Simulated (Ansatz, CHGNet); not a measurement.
## A15 Mo₃Si: properties by level of theory

Reference values: lattice constant a 4.889 Å (measured, temperature not stated, copied from a table, unchecked, not corrected to a static lattice; as tabulated in Dopovidi Akademii Nauk Ukrains'koi RSR, Seriya A: Fiziko-Tekhnichni ta Matematichni Nauki 1970, 553 (1970)); formation enthalpy -0.324 eV/atom (measured, 298 K, copied from a table, unchecked, not corrected to a static lattice; as tabulated in the CRC Handbook).

```
level (code)           lattice parameter a (Å)  enthalpy of formation (eV/atom)
---------------------  -----------------------  -------------------------------
CHGNet-r²SCAN                            4.887                                …
RPBE (Ansatz)                            4.927                           -0.307
r²SCAN+rVV10 (Ansatz)                        …                           -0.339
```

Question: What belongs in the gaps?

Answer: 
- CHGNet-r²SCAN, enthalpy of formation (eV/atom): -0.354
- r²SCAN+rVV10 (Ansatz, a first-principles code), lattice parameter a (Å): 4.875

Differences from the reference values (errors of the level alone only where the reference is corrected to a static lattice):

```json
[
 {"level": "CHGNet-r²SCAN", "lattice constant a (%)": "-0.04", "formation enthalpy (eV/atom)": "-0.030"},
 {"level": "RPBE", "lattice constant a (%)": "+0.78", "formation enthalpy (eV/atom)": "+0.017"},
 {"level": "r²SCAN+rVV10", "lattice constant a (%)": "-0.29", "formation enthalpy (eV/atom)": "-0.015"}
]
```

Nearest: lattice constant a, not ranked (reference at room or unstated temperature); formation enthalpy, not ranked (one source).

Machine-learned potentials (CHGNet-r²SCAN) are trained on DFT data: a solid inside that data is no test of them.

Ansatz's density-functional and Hartree–Fock values are scalar-relativistic unless marked +SOC, with PAW data made under PBE.

Differences are worked out from the printed values.

Static lattice: no zero-point or thermal effects.
